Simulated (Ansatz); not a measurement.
The starting structures come from a database of crystals and need not be the phases stable at ambient conditions.

 Where the default PAW files enter, the runs use the earlier of Ansatz's two default sets.

The decay constant κ of evanescent states in the gap governs leakage through a thin film.

Given:

```
InSe
1.0
    4.03632     0.00000     0.00000
    0.00000    16.61604     0.00000
    2.01816     0.00000     3.49555
In Se
4 4
Direct
  0.00000   0.41594   0.00000
  0.00000   0.58406   0.00000
  0.33333   0.08405   0.33333
  0.33333   0.91595   0.33333
  0.66667   0.16136   0.66667
  0.66667   0.83864   0.66667
  0.33333   0.33872   0.33333
  0.33333   0.66128   0.33333
```

Space group of this cell: P-6m2. The cell was relaxed by PBE-D3(BJ).

Transport runs along the normal of the first two printed cell vectors, the (100) plane of the conventional cell.

The gap is the functional's own. No spin-orbit coupling. Mid-gap values are interpolated on the energy grid.

Compute, with Ansatz (a first-principles code) with r2SCAN, the band gap and the smallest decay constant κ at mid-gap.

Gap 0.71 eV on a 10×2×10 mesh; κ = 0.099 1/Å, at the zone centre.
